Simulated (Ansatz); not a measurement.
GaAs (F-43m) under hydrostatic pressure: hole conductivity mass by PBEsol with spin-orbit coupling, rigid bands (plane waves, PAW; Ansatz, a first-principles code). The unloaded cell, whose axes the loads refer to:

```
GaAs
1.0
    0.00000     2.82935     2.82935
    2.82935     0.00000     2.82935
    2.82935     2.82935     0.00000
Ga As
1 1
Cartesian
  0.00000   0.00000   0.00000
  1.41467   1.41467   1.41467
```

| hydrostatic pressure (GPa) | volume per atom (Å³) | hole conductivity mass (mₑ) |
|---|---|---|
| 0 | 22.65 | 0.412 |
| 2 | 22.04 | ? |
| 5 | 21.28 | 0.371 |
| 10 | 20.26 | 0.349 |

Task: Fit a straight line to ln(hole conductivity mass) against the load over the rows given, and predict the row at 2 GPa.

Result: The means are x̄ = 5.000 GPa and ȳ = -0.9770; Σ(x − x̄)(y − ȳ) = -0.8298 and Σ(x − x̄)² = 50.00, so the slope is -1.66 % per GPa, and the rows given lie within 1.5 % of the line. At 2 GPa the line gives 0.396 mₑ; the calculation gives 0.391 mₑ, 1.2 % from it.

Masses are for dilute carriers at 300 K, harmonic means over directions unless an axis is named. Stresses and pressures are the targets of the relaxation. The structure type is held at every load. Geometry: cell and atoms relaxed with PBEsol.
